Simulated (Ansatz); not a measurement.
Take Au in the fcc (Cu type) structure (space group Fm-3m, No. 225; a = 4.083 Å; relaxed with 0.1 eV smearing) as the base. Axes: x, y, z lie along the cube axes.

Level of theory: PBEsol in Ansatz (plane waves to 420 eV, PAW, spin-orbit coupling left out), earlier PAW set.

Before the change:

- Shortest interatomic distance: 2.887 Å
- Pressure: 0.0 GPa

Modification: a pure shear with ε_xz = ε_zx = -0.0094; the atoms relax in the strained cell.

What does the calculation give for the shortest interatomic distance, energy relative to the base and pressure after the change?

The shortest interatomic distance shrinks by 0.027 Å (2.887 Å → 2.860 Å); the energy increases by 0.7 meV/atom; the pressure (mean of the normal stresses, compression positive) hardly moves (0.0 GPa against 0.1 GPa).

No phonon test of stability was made.

Ansatz is a first-principles code.
